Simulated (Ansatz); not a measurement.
The starting structures come from a database of crystals and need not be the phases stable at ambient conditions.

Consider the following.

```
CELL_PARAMETERS angstrom
      4.41439     0.00000     0.00000
      0.00000     8.49902     0.00000
      0.00000     0.00000     5.36813
ATOMIC_POSITIONS crystal
  Ge 0.25207 0.11416 0.75000
  Ge 0.74793 0.88584 0.25000
  Ge 0.75207 0.38584 0.25000
  Ge 0.24793 0.61416 0.75000
  F  0.98031 0.27879 0.75000
  F  0.01969 0.72121 0.25000
  F  0.48031 0.22121 0.25000
  F  0.51969 0.77879 0.75000
  F  0.00000 0.00000 0.50000
  F  0.50000 0.50000 0.50000
  F  0.50000 0.50000 0.00000
  F  0.00000 0.00000 0.00000
```

The cell was relaxed by PBE-D3(BJ); by r2SCAN it stands under a pressure of -2.9 GPa.

Transport runs along the normal of the first two printed cell vectors.

The gap is the functional's own. No spin-orbit coupling. Mid-gap values are those at the computed energy nearest the middle.

Q: Compute, with Ansatz (a quantum-chemistry and plane-wave program) with r2SCAN, the band gap and the smallest decay constant κ at mid-gap.

A: Gap 4.57 eV on a 8×4×6 mesh; κ = 0.480 1/Å, at (0.000, 0.250) of the in-plane reciprocal vectors. At the zone centre the slowest state has κ = 0.48 1/Å.
